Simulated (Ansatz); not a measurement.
ZnSe (F-43m), HSE06 with spin-orbit coupling, rigid bands (Ansatz, an electronic-structure program). Band gap 2.35 eV, N_c = 1.31e18 cm⁻³ and N_v = 2.53e19 cm⁻³ at 300 K, conductivity masses of 0.142 mₑ (electrons) and 0.637 mₑ (holes). Take k_BT = 0.02585 eV.

**Question.** What built-in voltage has an abrupt junction with N_A = 1e17 and N_D = 1e17 cm⁻³, all dopants ionised?

**Answer.** V_bi = E_g/e − (k_BT/e) ln(N_c N_v/(N_A N_D)) = 2.35 − 0.02585 × 8.11 = 2.14 V, for the computed gap.

**Question.** What thermal injection velocity √(2k_BT/πm) limits a ballistic channel?

**Answer.** 1.43e7 cm/s for electrons and 6.74e6 cm/s for holes, a ratio of √(m_h/m_e) = 2.12, for dilute carriers.

**Question.** A film of it is 5 nm thick. Estimate the confinement energies in an infinite well.

**Answer.** ħ²π²/(2m t²) = 0.376 eV·nm²/(m/mₑ × t²) gives 106 meV for electrons and 23.6 meV for holes, so the gap would widen to about 2.48 eV. Finite barriers and nonparabolic bands lower this, and with several valleys or bands the heaviest mass along the normal sets the lowest level, not this average.

Rigid bands with the computed gap; masses take one relaxation time for all states. Geometry: cell and atoms relaxed with PBEsol.
